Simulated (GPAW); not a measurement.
Input and output of a self-consistent single point for Rb (Im-3m, 1 atom in the cell) (GPAW).

Method of the run: LDA (Perdew-Wang 92), GPAW PAW datasets LDA (gpaw-data 1.0.1) (plane waves; GPAW).

```yaml
crystal:
  lattice:
    - [-2.83347, 2.83347, 2.83347]
    - [2.83347, -2.83347, 2.83347]
    - [2.83347, 2.83347, -2.83347]
  atoms:
    - { symbol: Rb, position: [0.00000, 0.00000, 0.00000] }
```

Reference input (self-consistent single point, DFT LDA (Perdew-Wang 92), plane waves, GPAW PAW datasets LDA (gpaw-data 1.0.1)): mode = pw; ecut = 600 eV; xc = LDA; kpts = 5 5 5; mesh shift (steps) = 0 0 0; occupations.name = fermi-dirac; occupations.width = 0.1 eV; nbands = -9; convergence.density = 1e-05 e/electron; convergence.energy = 1e-05 eV/electron; symmetry.symmorphic = false; symmetry.tolerance = 0.0005. This run's input differs from it in these lines:

```diff
@@ -16,3 +16,3 @@
             nbands=-9,
-            convergence={'density': 1e-05, 'energy': 1e-05},
+            convergence={'energy': 1e-13, 'density': 2e-08, 'eigenstates': 1e-17},
             symmetry={'symmorphic': False, 'tolerance': 0.0005},
```

Output, abridged:

```
     iter     time        total  log10-change:
                         energy   eigst   dens
iter:   1 --:--:--    -1.166302
iter:   2 --:--:--    -1.147957   -2.63  -1.37
iter:   3 --:--:--    -1.034143   -2.29  -1.40
iter:   4 --:--:--    -1.033995   -4.01  -1.83
iter:   5 --:--:--    -1.035026   -3.68  -1.78
   [... 15 lines left out ...]
iter:  21 --:--:--    -1.034814  -13.20  -7.40
iter:  22 --:--:--    -1.034814  -14.24  -7.39
iter:  23 --:--:--    -1.034814  -15.22  -7.41
iter:  24 --:--:--    -1.034814  -14.56  -7.43
iter:  25 --:--:--    -1.034814  -15.93  -7.78c
iter:  26 --:--:--    -1.034814  -14.97  -7.88c
   [... lines left out ...]
iter: 100 --:--:--    -1.034814  -22.42c -12.69c

Did not converge!

Here are some tips:

1) Make sure the geometry and spin-state is physically sound.
2) Use less aggressive density mixing.
3) Solve the eigenvalue problem more accurately at each scf-step.
4) Use a smoother distribution function for the occupation numbers.
5) Try adding more empty states.
6) Use enough k-points.
7) Don't let your structure optimization algorithm take too large steps.
8) Solve the Poisson equation more accurately.
9) Better initial guess for the wave functions.

See details here:

    https://gpaw.readthedocs.io/documentation/convergence.html
Traceback (most recent call last):
   [... frames left out ...]
gpaw.KohnShamConvergenceError: Did not converge!  See text output for help.
```

The run ended unconverged after 100 iterations. 

The starting cell has typed, rounded lattice constants, without a prior relaxation at this level. Its lattice was rescaled by up to half a per cent.

Cost on one core of a shared machine: roughly 60 s.
